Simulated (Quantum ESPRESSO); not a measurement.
# Several settings converged on SbPb (Fm-3m, 2 atoms in the cell)

```yaml
crystal:
  lattice:
    - [-3.15176, 0.00000, 3.15176]
    - [0.00000, 3.15176, 3.15176]
    - [-3.15176, 3.15176, 0.00000]
  atoms:
    - { symbol: Sb, position: [0.50000, 0.50000, 0.50000] }
    - { symbol: Pb, position: [0.00000, 0.00000, 0.00000] }
```

Base method: LDA (PW92), PseudoDojo standard norm-conserving (LDA) pseudopotentials (plane waves; Quantum ESPRESSO).

Base settings: ecutwfc = 85 Ry; occupations = smearing; smearing = gauss; degauss = 0.0073499 Ry; potentials = {Sb: Sb.upf, Pb: Pb.upf}; K_POINTS = automatic 5 5 5 0 0 0; conv_thr = 1e-10 Ry; mixing_beta = 0.3.

The count of work is k-points × plane waves × bands × iterations; it is no time. Core times come from one kind of shared machine, to one figure; runs under 30 s give none.

**Shifted k-point meshes**

Only quantities that move along the ladder and can be compared are tabulated.

```csv
K_POINTS,free energy less the last step's (meV/atom),pressure (GPa),count of work / last
automatic 2 2 2 1 1 1,-148.53,-2.86,0.0086
automatic 4 4 4 1 1 1,0.54,-2.14,0.043
automatic 6 6 6 1 1 1,7.60,-2.32,0.12
automatic 8 8 8 1 1 1,0.78,-2.38,0.26
automatic 10 10 10 1 1 1,-0.30,-2.36,0.48
automatic 12 12 12 1 1 1,0.19,-2.37,0.79
automatic 13 13 13 1 1 1,0.00,-2.38,1.0
```

Coarsest K_POINTS that holds the free energy within 0.5 meV/atom of the last step, with all finer ones: automatic 10 10 10 1 1 1; the step before is off by 0.78 meV/atom.

Coarsest K_POINTS that holds the pressure within 0.2 GPa of the last step, with all finer ones: automatic 6 6 6 1 1 1, at 0.12 of the last step's count of work; the step before is off by 0.24 GPa.

**The k-point mesh at a smearing width of 0.3 eV**

In this ladder: degauss = 0.02205 Ry.

Only quantities that move along the ladder and can be compared are tabulated.

| K_POINTS | free energy less the last step's (meV/atom) | pressure (GPa) | count of work / last | core time / last (rough) |
|---|---|---|---|---|
| automatic 3 3 3 0 0 0 | 48.04 | -2.18 | 0.020 | – |
| automatic 4 4 4 0 0 0 | 27.36 | -2.53 | 0.037 | – |
| automatic 5 5 5 0 0 0 | 5.74 | -2.14 | 0.051 | – |
| automatic 6 6 6 0 0 0 | 0.98 | -2.27 | 0.082 | – |
| automatic 7 7 7 0 0 0 | 2.81 | -2.20 | 0.10 | – |
| automatic 10 10 10 0 0 0 | 1.82 | -2.22 | 0.24 | 0.2 |
| automatic 15 15 15 0 0 0 | -0.12 | -2.27 | 0.62 | 0.6 |
| automatic 18 18 18 0 0 0 | 0.00 | -2.27 | 1.0 | 1 |

Coarsest K_POINTS that holds the pressure within 0.1 GPa of the last step, with all finer ones: automatic 6 6 6 0 0 0, at 0.082 of the last step's count of work; the step before is off by 0.14 GPa.

Coarsest K_POINTS that holds the free energy within 5 meV/atom of the last step, with all finer ones: automatic 6 6 6 0 0 0, at 0.082 of the last step's count of work; the step before is off by 5.7 meV/atom.

**The width of Methfessel-Paxton smearing**

In this ladder: smearing = mp; K_POINTS = automatic 8 8 8 0 0 0.

Narrow widths need finer meshes than wide ones, so the last steps can hold mesh noise.

Only quantities that move along the ladder and can be compared are tabulated; pressure and forces are left out, as mesh noise rules them at narrow widths.

| degauss | free energy less the last step's (meV/atom) |
|---|---|
| 0.073499 Ry | -7.31 |
| 0.036749 Ry | 1.40 |
| 0.02205 Ry | 1.72 |
| 0.0147 Ry | 1.02 |
| 0.0073499 Ry | 0.11 |
| 0.0036749 Ry | 0.00 |

Widest degauss that holds the free energy within 2 meV/atom of the last step, with all finer ones: 0.036749 Ry; the step before is off by 7.3 meV/atom.

On the base run: the starting cell comes from a database of computed structures (which also holds hypothetical and non-ambient phases and stackings), without a prior relaxation at this level. Its lattice was rescaled by up to half a per cent.

Left out of this page: 2 runs of the series outside the window shown, repeating another row's setting, or not comparable.
